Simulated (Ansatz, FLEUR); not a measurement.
An Ansatz (a quantum-chemistry and plane-wave program) input for a self-consistent single point of RbBr (Fm-3m, 2 atoms in the cell) (DFT, PBE, plane waves, default PAW files):

Ansatz 0.2 input:
```yaml
# RbBr
crystal:
  lattice:
    - [0.000000, 3.383444, 3.383444]
    - [3.383444, 0.000000, 3.383444]
    - [3.383444, 3.383444, 0.000000]
  atoms:
    - { symbol: Rb, position: [0.000000, 0.000000, 0.000000] }
    - { symbol: Br, position: [0.500000, 0.500000, 0.500000] }
basis:
  ecutwfc: 30.9 Ry
kpoints:
  mp_grid: { grid: [7, 7, 7] }
hamiltonian:
  xc: pbe
  pseudopotentials: { kind: paw }
scf:
  occupations: { method: fixed }
output:
  forces: true
  eigenvalues: true
  stress: true
```

**Question.** Write the same calculation as an input for FLEUR.

**Answer.** This is the input that was run; spellings and numerical settings could be chosen otherwise.

Input of the input generator:

```
scf RbBr
&input film=f /
0.0000000000 3.3834440000 3.3834440000
3.3834440000 0.0000000000 3.3834440000
3.3834440000 3.3834440000 0.0000000000
1.8897261246
1.0 1.0 1.0

2
37 0.0000000000 0.0000000000 0.0000000000
35 0.5000000000 0.5000000000 0.5000000000

&comp jspins=1 /
&kpt div1=7 div2=7 div3=7 /
&end /
```

```xml
<?xml version="1.0" encoding="UTF-8" standalone="no"?>
<fleurInput fleurInputVersion="0.39">
   <comment>
      scf RbBr                                                                                            
   </comment>
   <calculationSetup>
      <cutoffs Kmax="4.5" Gmax="22.5" GmaxXC="22.5" numbands="0"/>
      <scfLoop itmax="60" minDistance="0.00001" maxIterBroyd="15" imix="Anderson" alpha="0.05" precondParam="0.0" spinf="2.0"/>
      <coreElectrons ctail="T" frcor="F" kcrel="0" coretail_lmax="0"/>
      <xcFunctional name="pbe" relativisticCorrections="F"/>
      <magnetism jspins="1"/>
      <soc l_soc="F" theta="0.0" phi="0.0" spav="F"/>
      <expertModes spex="0" secvar="F"/>
      <geometryOptimization l_f="T" forcealpha="1.0" forcemix="BFGS" epsdisp="0.00001" epsforce="0.00001"/>
      <ldaU l_linMix="F" mixParam="0.05" spinf="1.0"/>
   </calculationSetup>
   <cell>
      <bzIntegration valenceElectrons="26.0" mode="hist" fermiSmearingEnergy="0.0001">
         <kPointListSelection listName="default-1"/>
         <!-- k-points included here -->
         <xi:include xmlns:xi="http://www.w3.org/2001/XInclude" href="kpts.xml"> </xi:include>
      </bzIntegration>
      <!-- symmetry operations included here -->
      <xi:include xmlns:xi="http://www.w3.org/2001/XInclude" href="sym.xml"> </xi:include>
      <bulkLattice scale="1.0">
         <bravaisMatrix>
            <row-1>    0.0000000000000000     6.3937825179211218     6.3937825179211218</row-1>
            <row-2>    6.3937825179211218     0.0000000000000000     6.3937825179211218</row-2>
            <row-3>    6.3937825179211218     6.3937825179211218     0.0000000000000000</row-3>
         </bravaisMatrix>
      </bulkLattice>
   </cell>
   <atomSpecies>
      <species name="Rubidium (Rb)" element="Rb" atomicNumber="37">
         <mtSphere radius="2.66" gridPoints="879" logIncrement="0.014"/>
         <atomicCutoffs lmax="10" lnonsphr="8"/>
         <electronConfig flipSpins="F">
            <coreConfig>(1s1/2) (2s1/2) (2p1/2) (2p3/2) (3s1/2) (3p1/2) (3p3/2) (3d3/2) (3d5/2)</coreConfig>
            <valenceConfig>(4s1/2) (4p1/2) (4p3/2) (5s1/2)</valenceConfig>
            <stateOccupation state="(5s1/2)" spinUp="0.5" spinDown="0.5"/>
         </electronConfig>
         <energyParameters s="5" p="4" d="4" f="4"/>
         <lo type="SCLO" l="0" n="4" eDeriv="0"/>
         <lo type="HELO" l="1" n="5" eDeriv="0"/>
         <lo type="HELO" l="1" n="5" eDeriv="1"/>
         <lo type="SCLO" l="2" n="4" eDeriv="2"/>
         <lo type="SCLO" l="3" n="4" eDeriv="2"/>
      </species>
      <species name="Bromine (Br)" element="Br" atomicNumber="35">
         <mtSphere radius="2.66" gridPoints="879" logIncrement="0.014"/>
         <atomicCutoffs lmax="10" lnonsphr="8"/>
         <electronConfig flipSpins="F">
            <coreConfig>(1s1/2) (2s1/2) (2p1/2) (2p3/2) (3s1/2) (3p1/2) (3p3/2)</coreConfig>
            <valenceConfig>(3d3/2) (3d5/2) (4s1/2) (4p1/2) (4p3/2)</valenceConfig>
            <stateOccupation state="(4p1/2)" spinUp="0.8333333333333" spinDown="0.8333333333333"/>
            <stateOccupation state="(4p3/2)" spinUp="1.6666666666667" spinDown="1.6666666666667"/>
         </electronConfig>
         <energyParameters s="4" p="4" d="4" f="4"/>
         <lo type="SCLO" l="2" n="3" eDeriv="0"/>
         <lo type="SCLO" l="2" n="3" eDeriv="1"/>
         <lo type="SCLO" l="0" n="4" eDeriv="2"/>
         <lo type="SCLO" l="1" n="4" eDeriv="2"/>
         <lo type="SCLO" l="3" n="4" eDeriv="2"/>
      </species>
   </atomSpecies>
   <atomGroups>
      <atomGroup species="Rubidium (Rb)">
         <relPos label="                   1">.0000000000 .0000000000 .0000000000</relPos>
         <force calculate="T" relaxXYZ="TTT"/>
      </atomGroup>
      <atomGroup species="Bromine (Br)">
         <relPos label="                   2">1.000/2.000 1.000/2.000 1.000/2.000</relPos>
         <force calculate="T" relaxXYZ="TTT"/>
      </atomGroup>
   </atomGroups>
   <output dos="F" band="F" slice="F">
      <checks vchk="F" cdinf="F"/>
      <bandDOS minEnergy="-.5*Htr" maxEnergy="0.5*Htr" sigma="0.015" storeEVData="T"/>
      <vacuumDOS vacdos="F" integ="F" star="F" nstars="0" locx1="0.0" locy1="0.0" locx2="0.0" locy2="0.0" nstm="0" tworkf="0.0"/>
      <unfoldingBand unfoldBand="F" supercellX="1" supercellY="1" supercellZ="1"/>
      <plotting iplot="0" polar="F">
         <plot TwoD="T" vec1="  1.0  0.0  0.0" vec2="  0.0  1.0  0.0" vec3="  0.0  0.0  1.0" zero="  0.0  0.0  0.0" file="plot"/>
      </plotting>
      <chargeDensitySlicing numkpt="0" minEigenval="0.0" maxEigenval="0.0" nnne="0" pallst="F"/>
      <specialOutput eonly="F"/>
      <magneticCircularDichroism mcd="F" energyLo="-10.0" energyUp="0.0"/>
   </output>
  <!-- We include the file relax.xml here to enable relaxations (see documentation) -->
  <xi:include xmlns:xi="http://www.w3.org/2001/XInclude" href="relax.xml"> <xi:fallback/> </xi:include>
</fleurInput>
```

Basis settings and potentials, where a program has them, do not carry over. This input uses DFT, PBE, all-electron FLAPW (FLEUR), scalar-relativistic valence. Both were run: gap on the mesh 4.465 eV in Ansatz and 4.465 in FLEUR.

On Ansatz: the starting cell comes from a database of computed structures (which also holds hypothetical and non-ambient phases and stackings), without a prior relaxation at this level. Its lattice was rescaled by a random factor within 2.5 % of one. For this run, on top of that: lattice scaled by 0.98.

On FLEUR: the starting cell comes from a database of computed structures (which also holds hypothetical and non-ambient phases and stackings), without a prior relaxation at this level. Its lattice was rescaled by a random factor within 2.5 % of one. For this run, on top of that: lattice scaled by 0.98. Values depend on the basis (sphere radii, cutoffs, local orbitals), which need not be converged.
